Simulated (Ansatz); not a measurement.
Take TiC in the rock salt structure (space group Fm-3m, No. 225; a = 4.3278 Å) as the base. Axes: x, y, z lie along the cube axes.

The values are results of plane-wave PAW DFT at the r2SCAN level (Ansatz, an electronic-structure program, 500 eV), no spin-orbit coupling, not measurements.

Strains are applied to the cell and any free atomic positions relax; under biaxial strain the out-of-plane vector relaxes too; under stress the whole cell relaxes.

One change was made to it. Results:

```json
[
 {"quantity": "shortest interatomic distance", "base": "2.164 Å", "after": "2.161 Å"},
 {"quantity": "energy relative to the base (free energy F)", "base": "0 meV/atom", "after": "+0.6 meV/atom"},
 {"quantity": "band gap", "base": "zero", "after": "zero"}
]
```

Problem. What was done to the base?
(A) biaxial strain −2.13 %, plane normal [111], relaxed out of plane
(B) biaxial strain −0.84 %, plane normal [001], relaxed out of plane
(C) uniaxial stress, 3 GPa tension along x

Solution. C, uniaxial stress, 3 GPa tension along x. For comparison, the energy relative to the base in the other runs: biaxial strain −0.84 %, plane normal [001], relaxed out of plane gives +2.7 meV/atom; biaxial strain −2.13 %, plane normal [111], relaxed out of plane gives +17 meV/atom.

Without a gap, meshes like the base's 18×18×18 leave anisotropic stresses uncertain by several tenths of a GPa, and small strain energies with them. Stability under load was not tested beyond the relaxation. The final runs are not spin-polarised.
